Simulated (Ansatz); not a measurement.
Base system: Ti₂InB₂ (space group P-6m2, No. 187; a = 3.0557 Å, c = 7.8293 Å; a hypothetical phase, not in the database extracts checked). Axes: x lies along a and z along c of the hexagonal cell.

Modification: tensile biaxial strain of 1.35 % in the plane normal to [001], as in epitaxy on a mismatched substrate; the out-of-plane cell vector and the atoms relax.

Levels (all Ansatz, a quantum-chemistry and plane-wave program, PAW): PBEsol (420 eV, no SOC); r2SCAN (500 eV, spin-orbit coupling left out).

The geometry is relaxed with PBEsol.

| Quantity | Value |
|---|---|
| PBEsol pressure | -3.5 GPa |

With r2SCAN at the same geometry, the pressure goes up by 3.0 GPa (-3.5 GPa → -0.5 GPa).

Single points use the geometry relaxed with PBEsol. Their cutoffs differ, which shifts pressures a little. Without a gap, meshes like the base's 17×17×6 leave anisotropic stresses uncertain by several tenths of a GPa, and small strain energies with them. Stability against distortions was not tested. All final runs are without spin polarisation. An odd electron count without spin: Ti2InB2.
